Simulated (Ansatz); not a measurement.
CdTe (model structure, Pm-3m, No. 221, 2 atoms in the cell) was calculated with r²SCAN+rVV10 in Ansatz (PAW).

The run printed, among other lines:

```
WARN output.stress: scf.convergence.dr2_threshold = 1e-7 eV (the SCF's general default) is looser than the 2e-10 eV advised for a printed stress (1e-10 eV for …
Relaxation: its limit of steps is 80 (relax.max_steps)
Crystal: 2 atoms, lattice volume = 51.274 Å³
Basis set: ecut = 560 eV, 1551 PW (Γ), exchange–correlation on 90×90×90 points (27 copies of the dense FFT grid, shifted against one another)
Bands: 22, of which v1, the nominal top of the filled ones, is band 18 counted from 1 (17 counted from 0)
Symmetry: 48 space group operations
Space group: Pm-3m (ITA 221), of the structure as read, at distance tolerance 3.7e-5 Å
k-points: 165 of 4096
Functional: x = r2scan, c = r2scan + rvv10(b = 11.95, C = 0.0093); τ floored in thin density (d = 2e-4 eV/Å³)
SCF iter   1: F=—  HF=-15259.051110 eV  |F-HF|=—  |Δ(HF+E_count)|=         —  Δρ=5.66e-3  dr2=1.50e-2  dr2_τ=8.27e-3
SCF iter   2: F=—  HF=-15259.064925 eV  |F-HF|=—  |Δ(HF+E_count)|=   1.38e-2  Δρ=3.88e-3  dr2=9.41e-3  dr2_τ=3.55e-4
  ...
SCF 1 converged in 7 iterations: F = -15259.065554 eV  dr2 = 1.12e-8
Crystal: 2 atoms, lattice volume = 51.274 Å³
Initial density: handed on by an earlier stage of this run
SCF iter   1: F=—  HF=-15259.065554 eV  |F-HF|=—  |Δ(HF+E_count)|=         —  Δρ=4.82e-6  dr2=1.12e-8  dr2_τ=4.55e-10
SCF iter   2: F=-15259.065554 eV  HF=-15259.065554 eV  |F-HF|=7.78e-9  |Δ(HF+E_count)|=   1.41e-8  Δρ=3.48e-6  dr2=6.20e-9  dr2_τ=7.75e-11
SCF 2 converged in 2 iterations: F = -15259.065554 eV  dr2 = 6.20e-9
SCF converged after 2 iterations
Free energy (F): -15259.065554 eV
Internal energy: -15259.053855 eV  (E = F + TS)
E sigma→0 (E₀):  -15259.059705 eV
Fermi energy:    12.029124 eV
--- Stress (GPa, compression-positive) ---
        1.154613      -0.000000       0.000000
        0.000000       1.154613       0.000000
       -0.000000       0.000000       1.154613
  P = ⅓ Tr σ = 1.1546 GPa (11.546 kbar)
```

Problem. Write an input file that could have produced this run (the log leaves some choices open).

Solution. Several could match; the one computed here: 
Ansatz 0.2 input:
```yaml
crystal:
  lattice:
    - [3.7150614297, 0.0, 0.0]
    - [0.0, 3.7150614297, 0.0]
    - [0.0, 0.0, 3.7150614297]
  atoms:
    - { symbol: Cd, position: [0.0, 0.0, 0.0] }
    - { symbol: Te, position: [0.5, 0.5, 0.5] }
basis:
  ecutwfc: 560
  ecutrho_ratio: 4
  xc_grid: 3
kpoints:
  mp_grid: { grid: [16, 16, 16] }
hamiltonian:
  xc: r2scan
  dispersion: rvv10
  pseudopotentials: { kind: paw }
scf:
  occupations: { method: fermi_dirac, width: 0.05 }
output:
  forces: true
  stress: true
  eigenvalues: true
relax:
  f_tol: 0.004
  escape_saddle: false
  max_steps: 80
```

The cell is one volume of an energy–volume scan, off the minimum.

The PAW data were made under PBE.

Note: the relaxation could raise the start's symmetry but not lower it, so the cell can be a saddle point.

Cost on a shared machine: around 70 core-seconds (rough).

A model structure was made by putting elements into a prototype or built by hand; it is no filed structure, need not be a known phase, and can be a saddle point held by its symmetry.

Ansatz is a first-principles code.
